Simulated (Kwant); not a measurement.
Model system: quantum point contact (saddle potential) in a GaN two-dimensional gas. Effective mass 0.22 mₑ, grid spacing 4 nm, hard walls, nominal width 80 nm (19 grid rows, so walls 80 nm apart), one parabolic valley, scattering region 240 nm long along x; energies count from the band bottom; Fermi energy 0.00478 eV. Potential (V0 + ½k y²) cos²(πx/L) for |x| < L/2, with V0 swept from 0.005019 to 0 eV, k = 1.6e-05 eV/nm², L = 180 nm.

Constants are typed, rounded textbook-type inputs, not results; the design itself was drawn at random and stands for no fabricated device.

Kwant, effective-mass tight-binding model on a square grid, one spin, coherent transport at 0 K. Conductance is in e²/h.

Q: Compare with the saddle-point formula G = Σ 1/(1 + exp(−2π(E − V0 − ħωy(n + ½))/ħωx)), taking ħωy = ħ√(k/m) and ħωx from the curvature along x of V0 plus half of the mode's confinement energy.

A: ħωy = 2.35 meV; at V0 = 4.07 meV the lowest mode has ħωx = 0.992 meV.

| V0 (meV) | formula | simulation |
|---|---|---|
| 4.73 | 0.0013 | 0.0012 |
| 4.07 | 0.048 | 0.050 |
| 3.42 | 0.78 | 0.79 |
| 2.76 | 1.00 | 1.00 |
| 2.11 | 1.00 | 1.00 |
| 1.45 | 1.17 | 1.22 |

The formula takes a parabolic saddle in the continuum; the run has the full potential on a grid.
